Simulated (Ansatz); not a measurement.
```
SrTiO3
1.0
    3.68113     0.00000     0.00000
    0.00000     3.68113     0.00000
    0.00000     0.00000     3.68113
Sr Ti O
1 1 3
Direct
  0.00000   0.00000   0.00000
  0.50000   0.50000   0.50000
  0.00000   0.50000   0.50000
  0.50000   0.50000   0.00000
  0.50000   0.00000   0.50000
```

No spin polarisation.

Calculations: Ansatz (a first-principles code), r2SCAN, PAW, cutoff 500 eV, no SOC. Γ-centred 9×9×9 mesh, Fermi–Dirac width 0.05 eV.

Q: Predict the space group, gap character, band gap and pressure.

A: The space group is Pm-3m (No. 221) and the gap character comes out as indirect, R → Γ. The band gap comes out as 2.63 eV and the pressure is 498.0 kbar.

The cells carry an imposed strain or load. Whether these cells are dynamically stable was not tested. All final runs are without spin polarisation. The cell was made from SrTiO3 in the cubic perovskite structure (space group Pm-3m, No. 221) by this change: isotropic strain −5.78 %. Many cubic perovskites are stable only at high temperature; tilts and polar distortions were not tested.
